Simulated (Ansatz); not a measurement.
System: interstitial Mg in monoclinic HfO2 (charge state +2). All values below come from PBE, PAW (plane waves to 420 eV; Ansatz, an electronic-structure program).

Cell of 96 host sites held at the relaxed PBE lattice; the Γ point alone; Fermi-Dirac width 0.01 eV, spin-restricted; finite-size errors left in. No zero-point or tunnelling terms. Spin-orbit coupling is left out. The charge state is imposed; whether it is stable for some Fermi level was not computed. Sites that were not tried may lie lower.

Barriers: single points on a 2×2×2 k-point mesh shifted by half a step at the bands' geometries.

A. a concerted move, in which Mg travels most; the atom moves 3.47 Å along (0.00, 0.42, -0.50) of the unit cell; the moving atom starts with neighbours O at 1.91, O at 1.95, 2 O at 2.03, O at 2.12 Å and ends with O at 1.91, O at 1.94, 2 O at 2.03, O at 2.12 Å; saddle order first order.
B. a direct jump of one Mg atom (a rearrangement that moves the defect's centre by under 1 Å); the atom moves 0.82 Å along (0.14, -0.07, 0.05) of the unit cell; the moving atom starts with neighbours O at 1.91, O at 1.95, 2 O at 2.03, O at 2.12 Å and ends with O at 1.91, O at 1.95, 2 O at 2.03, O at 2.12 Å; saddle order first order.

Order them by forward barrier (lowest first) at the level PBE, PAW.

B (0.066 eV), A (2.64 eV)
